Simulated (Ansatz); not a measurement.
Results of PBEsol (Ansatz, an electronic-structure program, plane waves, PAW) for K₂SO₄ (Pnma, No. 62).

Settings: plane-wave cutoff 500 eV, 8×6×4 k mesh (along the axes of the cell as run), Fermi–Dirac smearing 0.05 eV, scalar-relativistic PAW data made under PBE.

Cell (relaxed at this level):

```
CELL_PARAMETERS angstrom
      5.74803     0.00000     0.00000
      0.00000     7.45016     0.00000
      0.00000     0.00000    10.05080
ATOMIC_POSITIONS crystal
  K  0.25000 0.67072 0.58676
  K  0.75000 0.32928 0.41324
  K  0.75000 0.82928 0.08676
  K  0.25000 0.17072 0.91324
  K  0.25000 0.99141 0.29886
  K  0.75000 0.00859 0.70114
  K  0.75000 0.50859 0.79886
  K  0.25000 0.49141 0.20114
  S  0.25000 0.23117 0.58048
  S  0.75000 0.76883 0.41952
  S  0.75000 0.26883 0.08048
  S  0.25000 0.73117 0.91952
  O  0.25000 0.03197 0.58081
  O  0.75000 0.96803 0.41919
  O  0.75000 0.46803 0.08081
  O  0.25000 0.53197 0.91919
  O  0.25000 0.30129 0.44080
  O  0.75000 0.69871 0.55920
  O  0.75000 0.19871 0.94080
  O  0.25000 0.80129 0.05920
  O  0.03789 0.29935 0.64996
  O  0.46211 0.29935 0.64996
  O  0.53789 0.70065 0.35004
  O  0.53789 0.20065 0.14996
  O  0.46211 0.79935 0.85004
  O  0.03789 0.79935 0.85004
  O  0.96211 0.20065 0.14996
  O  0.96211 0.70065 0.35004
```

Problem. What does this level give for the band gap?

Solution. 
- band gap: 5.42 eV (on the SCF k mesh)

Note: the relaxation could not lower the start's symmetry, so the cell can be a saddle point above a distorted one.

The computed numbers hold no vibrational or temperature effects.
